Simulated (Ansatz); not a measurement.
Results of LDA (plane waves, PAW; Ansatz, an electronic-structure program) for PbSnS2 (R-3m, No. 166, 4 atoms in the cell; start mp-1218952).

Run with plane-wave cutoff 520 eV, 10×10×10 k mesh, Fermi–Dirac smearing 0.01 eV, scalar-relativistic PAW data made under PBE.

Cell (relaxed at this level):

```
CELL_PARAMETERS angstrom
      2.03943     1.17747     6.66444
     -2.03943     1.17747     6.66444
      0.00000    -2.35493     6.66444
ATOMIC_POSITIONS crystal
  Sn 0.50000 0.50000 0.50000
  Pb 0.00000 0.00000 0.00000
  S  0.24705 0.24705 0.24705
  S  0.75295 0.75295 0.75295
```

### Question
Give the computed band gap and Γ–Γ gap.

### Answer

* **band gap**: 0.18 eV
* **Γ–Γ gap**: 0.43 eV

Spin–orbit coupling is not included; it can close the smallest gap of 0.18 eV.

Computed values are for the static lattice.

A start named mp-… is a Materials Project structure, which need not be a measured phase.
